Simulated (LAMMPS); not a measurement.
Pressure dependence of Cu (fcc) at 1770 K, from the melt.

Model: classical MD, pair style eam/alloy, file AlCu.eam.alloy, run in LAMMPS.

| P (GPa) | state | volume | coordination number | self-diffusion coefficient of Cu (not corrected for cell size) |
|---|---|---|---|---|
| 0 | liquid | 14.548 ± 0.005 Å³/atom | 12.8 (counted to 3.58 Å) | (8.1 ± 0.1) × 10^-5 cm²/s |
| 2 | liquid | 13.967 ± 0.001 Å³/atom | 12.9 (counted to 3.54 Å) | (7.05 ± 0.08) × 10^-5 cm²/s |
| 5 | liquid | 13.342 ± 0.001 Å³/atom | 13.1 (counted to 3.50 Å) | (5.46 ± 0.08) × 10^-5 cm²/s |

Caution (rows 2; 5): a run this short can hold a crystal over, or a liquid under, the potential's own melting point, which these runs don't give.

Estimate the isothermal bulk modulus at zero pressure. A parabola P(ln V) through the three points gives −dP/d ln V = 41 GPa at zero pressure.

States go by the mean squared displacement: a species diffuses where it passes 1.5 Å², still rises and gives D over 1e-6 cm²/s; a crystal has left its structure where atoms lie 0.35 Å off their sites on average or a cubic box changes its shape by 3 %, or the axial ratios of another lie 8 % off the starting cell's, which the potential's own relaxation can also do.

Errors of D are the spread over four groups of atoms in one short run; a floor of about 5 %, a picked value, is safer.

The ± values are statistical; the model's systematic error is not in them.
